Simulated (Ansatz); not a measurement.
The starting structures come from a database of crystals and need not be the phases stable at ambient conditions.

Evanescent states of Ca2Ge (Fm-3m, anti-fluorite, not sure to be the ambient phase, 3 atoms a cell, 30.9 Å³ an atom) along the normal of (111)

Calculation: PBEsol (plane waves, PAW; Ansatz, a program for electronic structure).

The gap is the functional's own. No spin-orbit coupling. Mid-gap values are interpolated on the energy grid.

Energies count from the valence-band top; κ is the least over a 12×12 mesh across the current.

```json
[
 {"E (eV)": "0.03", "κ (1/Å)": "0.041", "where": "off Γ"},
 {"E (eV)": "0.07", "κ (1/Å)": "0.068", "where": "off Γ"},
 {"E (eV)": "0.12", "κ (1/Å)": "___", "where": "off Γ"},
 {"E (eV)": "0.17", "κ (1/Å)": "___", "where": "off Γ"},
 {"E (eV)": "0.23", "κ (1/Å)": "___", "where": "off Γ"},
 {"E (eV)": "0.28", "κ (1/Å)": "___", "where": "off Γ"},
 {"E (eV)": "0.33", "κ (1/Å)": "___", "where": "off Γ"},
 {"E (eV)": "0.38", "κ (1/Å)": "___", "where": "off Γ"},
 {"E (eV)": "0.42", "κ (1/Å)": "___", "where": "off Γ"},
 {"E (eV)": "0.47", "κ (1/Å)": "0.076", "where": "off Γ"},
 {"E (eV)": "0.53", "κ (1/Å)": "0.043", "where": "off Γ"}
]
```

Task: Some entries are withheld; supply them.

Result: 
- 0.12, κ (1/Å): 0.084
- 0.17, κ (1/Å): 0.095
- 0.23, κ (1/Å): 0.101
- 0.28, κ (1/Å): 0.105
- 0.33, κ (1/Å): 0.105
- 0.38, κ (1/Å): 0.101
- 0.42, κ (1/Å): 0.092
